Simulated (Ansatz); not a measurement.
H on the 1x1 (111) surface of fcc Pt, one in a 2x1 cell, energies for each (13.6 Å²). Energies are against ½ H2(g), without zero-point or thermal terms; each row is named by its start.

The numbers are results of PBE (plane waves to 420 eV, PAW; Ansatz, a first-principles code), not measurements.

Slab: 9 atoms, 6.9 Å thick at the start under the adsorbate (thin: gaps and levels are the slab's own); k 6x12x1, smearing 0.1 eV, dipole-corrected; 4 atoms held, the rest relaxed; each run with such symmetry as its start has; no spin, no spin-orbit, no U, no dispersion correction.

A negative adsorption energy means that the adsorbate is more stable on the surface than in its reference. Heights count from the host atoms within 0.3 Å of the top one.

```csv
starting site,E_ads (eV),height (Å),nearest host atom (Å),bonded to,Δ work function (eV),lateral drift (Å)
top Pt,-0.41,1.62,Pt 1.55,Pt,-0.39,0.0
hollow Pt-Pt-Pt over Pt at depth 2.3 Å,-0.38,0.89,Pt 1.86,3 Pt,-0.20,0.0
hollow Pt-Pt-Pt over Pt at depth 4.6 Å,-0.43,0.89,Pt 1.86,3 Pt,-0.21,0.0
bridge Pt-Pt (span 2.8 Å),-0.41,1.15,Pt 1.76,2 Pt,-0.22,0.1
```
